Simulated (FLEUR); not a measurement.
Troubleshooting FLEUR: a failed run on GePt (Cmcm, 4 atoms in the cell). The aim is a self-consistent single point with DFT, PBEsol, all-electron FLAPW (FLEUR), scalar-relativistic valence.

Cell that was meant: a = 6.2408 Å, b = 6.2408 Å, c = 4.3530 Å, α = 90.00°, β = 90.00°, γ = 138.54°.

Part of the input:

```xml
   </comment>
   <calculationSetup>
      <cutoffs Kmax="4.3" Gmax="12.9" GmaxXC="12.9" numbands="0"/>
      <scfLoop itmax="80" minDistance="0.00001" maxIterBroyd="15" imix="Broyden1" alpha="0.05" precondParam="0.0" spinf="2.0"/>
      <coreElectrons ctail="T" frcor="F" kcrel="0" coretail_lmax="0"/>
      <xcFunctional name="PBEs" relativisticCorrections="F"/>
      <magnetism jspins="1"/>
```

Log, with long lists cut:

```
      Welcome to FLEUR        (www.flapw.de)
      MaX-Release 8.1          (www.max-centre.eu)

 ========== k-point set info ==========
 Selected k-point list: default-1
 k-point list type: mesh
 3 x 3 x 3
 Number of k points: 8

 ------------Calculation Setup---------------------------
           1           2           4           8
 Number of basis functions:         1057
**************FLEUR-Error*****************
Error message: Broyden 1/2 method not implemented
Error from PE:0/1
 Last known location:
```

Question: From the messages shown, name the fault and mend the input.

Answer: The fault is an option that the input accepts and this version does not implement. The name passes the check of the input, and the program stops when it reaches the missing routine. To fix it, choose another option. The program stopped with an error.

An input that runs soundly differs in these lines (not the only fix; some lines may just follow from the change or write a value another way):
```diff
-      <scfLoop itmax="80" minDistance="0.00001" maxIterBroyd="15" imix="Broyden1" alpha="0.05" precondParam="0.0" spinf="2.0"/>
+      <scfLoop itmax="80" minDistance="0.00001" maxIterBroyd="15" imix="Anderson" alpha="0.05" precondParam="0.0" spinf="2.0"/>
```

With that input, the run converged in 20 iterations: total energy -1117791.7660 eV; Fermi level (on the code's own zero) 3.84 eV (DFT, PBEsol, all-electron FLAPW (FLEUR), scalar-relativistic valence).

On the sound input: the starting cell was generated: these elements placed on a structure prototype, without a prior relaxation; it need not be a known phase or ordering of this composition. Spin polarisation is off. Values depend on the basis (sphere radii, cutoffs, local orbitals), which need not be converged.
